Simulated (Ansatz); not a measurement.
What pressure 0.3 GPa does to Li

Start from Li in the bcc (W type) structure (space group Im-3m, No. 229; a = 3.434 Å).

It is then changed as follows: cell and atoms relaxed at a pressure of 0.3 GPa.

Computed with DFT with PBEsol, PAW potentials and a 420 eV plane-wave cutoff in Ansatz (a first-principles code), scalar-relativistic without spin-orbit coupling. k-mesh 19×19×19 (Γ-centred); smearing 0.05 eV (Fermi–Dirac).

The density grows by 0.01 g/cm³, from 0.57 g/cm³ to 0.58 g/cm³ and the lattice parameter a decreases by 0.0245 Å to 3.410 Å. The enthalpy H = E + PV relative to the base's energy is +0.04 eV/atom and the band gap remains zero.

Load acts through the strain it causes; cell and atoms are relaxed under it. No phonon test of stability was made.
